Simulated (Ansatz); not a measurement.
The parent structure is ZnGeP₂ in the chalcopyrite structure (space group I-42d, No. 122; a = 5.424 Å, c = 10.710 Å). Axes: x, y, z lie along a, b, c of the conventional cell.

It is then changed as follows: the cell is compressed by 0.75 % along z with no lateral relaxation; the atoms relax in the strained cell.

The values are results of plane-wave PAW DFT at the PBEsol level (Ansatz, a quantum-chemistry and plane-wave program, 420 eV), no SOC, not measurements.

Base, band edges from the VBM (valence, conduction): M -1.42, 1.12; G -1.14, 1.55; R -1.14, 1.55; X -0.78, 1.16; Γ 0.00, 1.24; S₀ -0.90, 1.31; S -0.90, 1.31; N -1.02, 2.37; P -1.15, 1.81 eV.

### Question
Give the band edges at the high-symmetry points of the new zone, measured from its valence-band maximum.

### Answer
| point | valence edge (eV) | conduction edge (eV) |
|---|---|---|
| Γ | 0.00 | 1.17 |
| X | -0.81 | 1.16 |
| P | -1.21 | 1.81 |
| N | -1.05 | 2.40 |
| M | -1.48 | 1.09 |
| S | -0.92 | 1.30 |
| S₀ | -0.92 | 1.30 |
| R | -1.17 | 1.55 |
| G | -1.17 | 1.55 |

The gap is 1.04 eV, indirect, Γ → M–S (33 % along).

Whether these cells are dynamically stable was not tested.
